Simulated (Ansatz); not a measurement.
Take Nb in the bcc (W type) structure (space group Im-3m, No. 229; a = 3.271 Å) as the base.

Level of theory: PBEsol (Ansatz, an electronic-structure program), no SOC.

One change was made to it. Results:

```tsv
quantity	base	after
density	8.81 g/cm³	17.00 g/cm³
shortest interatomic distance	2.833 Å	2.842 Å
```

Problem. Which change produced these results?
(A) Nb → Zr
(B) Nb → Ta
(C) Nb → Mo

Solution. B, Nb → Ta. For comparison, the density in the other runs: Nb → Mo gives 10.40 g/cm³; Nb → Zr gives 6.94 g/cm³.

Stability against distortions was not tested. All final runs are without spin polarisation. This is not the structure that Zr has at room temperature and ambient pressure.
